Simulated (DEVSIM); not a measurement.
System: Ti/SiO2/n-GaAs capacitor, at 300 K.

| layer (left to right) | material | thickness (nm) | Nd (cm⁻³) |
|---|---|---|---|
| 1 | SiO2 | 11.0 | - |
| 2 | GaAs | 6500 | 9.7e14 |

Metal gate on the left, work function 4.33 eV. Fixed charge at the semiconductor interface 0 cm⁻² (in units of +e); no interface traps.

The device is made up for the run: typed textbook-type constants, with dimensions and the other settings drawn at random. Values at 300 K.

```
parameter      SiO2    GaAs
-------------  ----  ------
gap (eV)          9   1.424
affinity (eV)   0.9    4.07
permittivity    3.9    12.9
Nc (cm⁻³)         -  4.7e17
Nv (cm⁻³)         -    9e18
```

Model (solved in DEVSIM): 1D Poisson equation in equilibrium, Boltzmann statistics, complete ionisation; no quantum confinement or tunnelling. Metal contacts follow the ideal Schottky-Mott rule: no Fermi-level pinning, no interface dipoles.

**Question.** Tabulate band edges, carrier densities and field at -0.7 V on the gate.

**Answer.** Energies count from the Fermi level of the right contact; mesh points crowd at the junctions.

| x (μm) | Ec (eV) | Ev (eV) | n (cm⁻³) | p (cm⁻³) | field (V/cm) |
|---|---|---|---|---|---|
| 0.000 | 4.130 | -4.870 | < 1e2 | < 1e2 | -46000 |
| 0.001479 | 4.123 | -4.877 | < 1e2 | < 1e2 | -46000 |
| 0.004278 | 4.110 | -4.890 | < 1e2 | < 1e2 | -46000 |
| 0.008157 | 4.092 | -4.908 | < 1e2 | < 1e2 | -46000 |
| 0.01073 | 4.080 | -4.920 | < 1e2 | < 1e2 | -46000 |
| 0.01197 | 0.908 | -0.516 | 270 | 1.9e10 | -14000 |
| 0.01499 | 0.903 | -0.521 | 310 | 1.6e10 | -14000 |
| 0.02616 | 0.888 | -0.536 | 570 | 8.9e9 | -14000 |
| 0.04922 | 0.856 | -0.568 | 1900 | 2.6e9 | -14000 |
| 0.1017 | 0.787 | -0.637 | 28000 | 1.8e8 | -13000 |
| 0.2316 | 0.633 | -0.791 | 1.1e7 | 460000 | -11000 |
| 0.7118 | 0.260 | -1.164 | 2.0e13 | < 1e2 | -4500 |
| 1.648 | 0.160 | -1.264 | 9.6e14 | < 1e2 | -16 |
| 3.768 | 0.160 | -1.264 | 9.7e14 | < 1e2 | ≈ 0 |
| 5.645 | 0.160 | -1.264 | 9.7e14 | < 1e2 | ≈ 0 |
| 6.153 | 0.160 | -1.264 | 9.7e14 | < 1e2 | ≈ 0 |
| 6.358 | 0.160 | -1.264 | 9.7e14 | < 1e2 | ≈ 0 |
| 6.448 | 0.160 | -1.264 | 9.7e14 | < 1e2 | ≈ 0 |
| 6.492 | 0.160 | -1.264 | 9.7e14 | < 1e2 | ≈ 0 |
| 6.503 | 0.160 | -1.264 | 9.7e14 | < 1e2 | ≈ 0 |
| 6.509 | 0.160 | -1.264 | 9.7e14 | < 1e2 | ≈ 0 |
| 6.511 | 0.160 | -1.264 | 9.7e14 | < 1e2 | ≈ 0 |
